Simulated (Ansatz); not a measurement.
The parent structure is TiC in the rock salt structure (space group Fm-3m, No. 225; a = 4.3278 Å; relaxed with 0.1 eV smearing). Axes: x, y, z lie along the cube axes.

Method: Kohn–Sham DFT with the r2SCAN functional, run in Ansatz (a quantum-chemistry and plane-wave program) with PAW and 500 eV plane waves, spin-orbit coupling left out.

Perturbation: compressive biaxial strain of 2.00 % in the plane normal to [001], as in epitaxy on a mismatched substrate; the out-of-plane cell vector and the atoms relax.

Task: How does this affect the in-plane stress?

Result: The mean in-plane stress (compression positive) comes out as +13.3 GPa.

Task: What does the calculation give for the energy relative to the base after the change?

Result: The energy grows by 16 meV/atom.

Task: Estimate the effect on the ratio −ε⊥/ε∥.

Result: The ratio −ε⊥/ε∥ comes out as 0.51.

No phonon test of stability was made. The final runs are not spin-polarised.
